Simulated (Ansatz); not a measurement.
The reference is PbO2 in the rutile structure (space group P4_2/mnm, No. 136; a = 5.082 Å, c = 3.444 Å). Axes: x, y, z lie along a, b, c of the conventional cell.

Level of theory: Ansatz (a first-principles code), PBE, PAW, cutoff 420 eV, scalar-relativistic without spin-orbit coupling.

For the base:

- Pressure = 0.0 GPa
- Volume per atom = 14.82 Å³

The change: biaxial strain +2.40 %, plane normal [001], relaxed out of plane (Cartesian); in-plane vectors clamped, the third vector and the atoms free.

Question: Predict the new pressure.

Answer: The pressure (mean of the normal stresses, compression positive) goes from zero to -2.0 GPa.

Question: How does this affect the volume per atom?

Answer: The volume per atom increases by 0.44 Å³ to 15.26 Å³.

Whether these cells are dynamically stable was not tested. The final runs are not spin-polarised.
